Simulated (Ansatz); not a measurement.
**Convergence test for Ni (Fm-3m, 1 atom in the cell)**

```xyz
1
Lattice="0.0000 1.7424 1.7424 1.7424 0.0000 1.7424 1.7424 1.7424 0.0000" Properties=species:S:1:pos:R:3 pbc="T T T"
Ni     0.0000     0.0000     0.0000
```
Moments meant for the start (each program seeds them in its own way; μB, in the order of the atoms Ni): 2.0.

Level of theory: PBE, PAW files (plane waves; Ansatz, an electronic-structure program).

The starting cell comes from a database of computed structures (which also holds hypothetical and non-ambient phases and stackings), without a prior relaxation at this level. Its lattice was rescaled by a random factor within 2.5 % of one. With one magnetic atom in the cell only a parallel order is possible. In the base run, with a pressure of about 7 GPa the cell is away from its equilibrium volume at this level. Ansatz's pressure includes its estimate of the finite-basis (Pulay) stress.

Held fixed: kpoints.mp_grid.grid = 21 21 21; hamiltonian.xc = pbe; hamiltonian.pseudopotentials = {kind: paw} (an earlier, softer set of the program's PAW files); magnetization.spin_polarized = true; scf.occupations.method = fermi_dirac; scf.occupations.width = 0.0073 Ry.

ΔF is the free energy per atom less that of the last row (61.7 Ry).

The first pressure column holds Ansatz's estimate of the finite-basis (Pulay) stress, which hides part of the cutoff error; the other is without it.

The magnetic state is not the same in all runs (site moments differ, or a search went on to a lower state), so steps between rows are not convergence errors alone.

```csv
basis.ecutwfc,ΔF (meV/atom),pressure (GPa),size of the net moment (μB/atom),pressure at a fixed set of plane waves (GPa),plane waves,iterations
12.5 Ry,46799.9,45.42,0.00,-2846.58,59,11
15.4 Ry,12287.3,-28.20,0.55,-889.12,65,10
18.4 Ry,2873.2,19.38,0.59,-258.91,113,9
21.7 Ry,421.7,12.56,0.60,-47.58,113,9
24.6 Ry,(withheld),7.52,0.61,-2.78,169,8
27.9 Ry,(withheld),6.58,0.61,5.99,169,9
30.9 Ry,4.9,6.52,0.61,6.39,181,9
35.6 Ry,2.4,6.49,0.61,6.32,259,9
40.1 Ry,1.12,6.45,0.61,6.39,331,9
46.3 Ry,0.43,6.42,0.61,6.38,339,9
54 Ry,0.05,6.41,0.61,6.40,531,9
61.7 Ry,0.00,6.41,0.61,6.41,561,9
```

Some entries are withheld; supply them.


- 24.6 Ry, ΔF (meV/atom): 54.5
- 27.9 Ry, ΔF (meV/atom): 6.9

Keys are those of Ansatz 0.2.
